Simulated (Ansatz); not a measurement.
**Rb under a change: Rb → Cs**

The parent structure is Rb in the bcc (W type) structure (space group Im-3m, No. 229; a = 5.671 Å).

Perturbation: Cs takes the place of Rb on all its sites, then cell and atoms are relaxed.

Method: plane-wave PAW DFT at the PBE level (Ansatz, a program for electronic structure, 420 eV), no spin-orbit coupling, earlier PAW set. Γ-centred 11×11×11 mesh, Fermi–Dirac width 0.05 eV, for the changed cell.

```
quantity                        base          changed         shift
-------------------  ---------------  ---------------  ------------
volume per atom             91.19 Å³        116.55 Å³     +25.36 Å³
density                   1.56 g/cm³       1.89 g/cm³  +0.337 g/cm³
lattice parameter a          5.671 Å          6.154 Å      +0.483 Å
space group          Im-3m (No. 229)  Im-3m (No. 229)             –
band gap                        zero             zero             –
```

Final structure:

```yaml
crystal:
  lattice:
    - [-3.07719, 3.07719, 3.07719]
    - [3.07719, -3.07719, 3.07719]
    - [3.07719, 3.07719, -3.07719]
  atoms:
    - { symbol: Cs, position: [0.00000, 0.00000, 0.00000] }
```

Cost of the whole job for the changed cell (relaxation, final SCF and bands): roughly 15 core-seconds.

Stability against distortions was not tested. All final runs are without spin polarisation.
